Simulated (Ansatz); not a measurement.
## Pressure series in Ge

The reference is Ge in the diamond structure (space group Fd-3m, No. 227; a = 5.674 Å).

Cell and atoms are relaxed at each pressure.

Method: r2SCAN in Ansatz (plane waves to 500 eV, PAW, spin-orbit coupling left out).

Candidates:
(a) pressure 0.9 GPa
(b) pressure 22.5 GPa
(c) pressure 2.1 GPa

Base values:

- Width of the top valence band: 4.01 eV

### Question
Order them by width of the top valence band, lowest first.

### Answer
(a) pressure 0.9 GPa (4.07 eV), (c) pressure 2.1 GPa (4.15 eV), (b) pressure 22.5 GPa (5.10 eV)

The levels and masses belong to the bands next to the band gap. Load acts through the strain it causes; cell and atoms are relaxed under it. Stability against distortions was not tested. Measured, Ge leaves this structure (for the β-tin structure) near 10.6 GPa (room temperature; as listed in arXiv:1906.07825).

Ansatz is an electronic-structure program.
